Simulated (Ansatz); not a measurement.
Take P in the black-P type structure (space group Cmce, No. 64; layered, stacked along the Cartesian y axis) as the base.

```yaml
crystal:
  lattice:
    - [1.66122, -5.09748, 0.00000]
    - [1.66122, 5.09748, 0.00000]
    - [0.00000, 0.00000, 4.16301]
  atoms:
    - { symbol: P, position: [0.89360, 0.10640, 0.07180] }
    - { symbol: P, position: [0.10640, 0.89360, 0.92820] }
    - { symbol: P, position: [0.39360, 0.60640, 0.42820] }
    - { symbol: P, position: [0.60640, 0.39360, 0.57180] }
```

Computed with PBE-D3(BJ) in Ansatz (plane waves to 420 eV, PAW, without spin-orbit coupling).

Base values:

* **Volume per atom**: 17.63 Å³

Now apply this change: a hydrostatic pressure of 7 GPa.

**Question.** Predict the new volume per atom.

**Answer.** The volume per atom decreases by 2.844 Å³ (17.63 Å³ → 14.78 Å³).

Load acts through the strain it causes; cell and atoms are relaxed under it. No phonon test of stability was made. Measured, P leaves this structure (for the A7 structure) near 5 GPa (temperature not stated; as listed in Olga Degtyareva, NATO science for peace and security series. B, Physics and biophysics (2010)).

Ansatz is a program for electronic structure.
